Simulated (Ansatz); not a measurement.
Abridged Ansatz (a program for electronic structure) output:

```
Relaxation: its limit of steps is 30 (relax.max_steps)
Pseudopotential: Zr, paw, valence charge 12
Pseudopotential: O, paw, valence charge 6
Crystal: 3 atoms, lattice volume = 33.473 Å³
Basis set: ecut = 420 eV, 645 PW (Γ), exchange–correlation on 50×50×50 points (8 copies of the dense FFT grid, shifted against one another)
Bands: 17, of which v1, the nominal top of the filled ones, is band 12 counted from 1 (11 counted from 0)
Symmetry: 48 space group operations
k-points: 256 of 8000
Functional: x = pbe(κ = 0.804, μ = 0.2195149727645171), c = pbe(β = 0.06672455060314922)
SCF iter   1: F=—  HF=-5320.125050 eV  |F-HF|=—  |Δ(HF+E_count)|=         —  Δρ=4.44e-2  dr2=5.56e-1  ethr=3.10e-3  ⟨swp⟩=6.1  Hψ=20297  notcnv=0
SCF iter   2: F=—  HF=-5320.192140 eV  |F-HF|=—  |Δ(HF+E_count)|=   6.71e-2  Δρ=2.92e-2  dr2=2.47e-1  ethr=2.29e-3  ⟨swp⟩=1.0  Hψ=6400  notcnv=0
SCF 1 converged in 9 iterations: F = -5320.211218 eV  dr2 = 8.01e-11
relax step   1: F+E_penalty+E_count = -5320.21121824 eV  Δ(F+E_penalty+E_count) = +0.000e0 eV  max|allowed force component| = 1.735e-18 eV/Å  Δτ_max = 0.0000 Å  (9 SCF iters, accepted)
SCF converged after 9 iterations
Free energy (F): -5320.211218 eV
Internal energy: -5320.206054 eV  (E = F + TS)
E sigma→0 (E₀):  -5320.208636 eV
Entropy (-TS):   -0.005164 eV (-1.721 meV/atom)
Fermi energy:    15.702104 eV
--- Forces (eV/Å), atoms counted from 1 ---
  atom   1  Zr    -0.00000000     0.00000000     0.00000000
  atom   2  O      0.00000000     0.00000000    -0.00000000
  atom   3  O     -0.00000000    -0.00000000     0.00000000
--- Stress (GPa, compression-positive) ---
       -2.116874       0.000000       0.000000
       -0.000000      -2.116874       0.000000
       -0.000000      -0.000000      -2.116874
  P = ⅓ Tr σ = -2.1169 GPa (-21.169 kbar)
--- Relaxed structure (1 steps of the walk, 1 accepted, 0 SCFs on fresh bases) ---
  atoms:
    - { symbol: Zr, position: [0.0, 0.0, 0.0] }
    - { symbol: O, position: [0.24999999999999997, 0.24999999999999997, 0.24999999999999997] }
    - { symbol: O, position: [0.7499999999999999, 0.7499999999999999, 0.7499999999999999] }
```

**Question.** What was computed, and what are the main results?

**Answer.** ZrO2, 3 atoms in the cell, with DFT with PBE, PAW potentials and a 420 eV plane-wave cutoff in Ansatz, no spin-orbit coupling, earlier PAW set. The last SCF converged to F = -5320.211218 eV, or -1773.4037 eV per atom. The total energy compares only with runs of the same code, potentials and settings.

Carriers are added with a uniform compensating background; total energy and stress of such cells depend on the potential's zero and are not compared; many-body gap narrowing is missing at this level. Stability against distortions was not tested. The cell was made from ZrO₂ in the fluorite structure (space group Fm-3m, No. 225) by this change: electrons 7.0×10^21 cm⁻³. This is not the structure that ZrO2 has at room temperature and ambient pressure.

Keys are those of Ansatz 0.2.
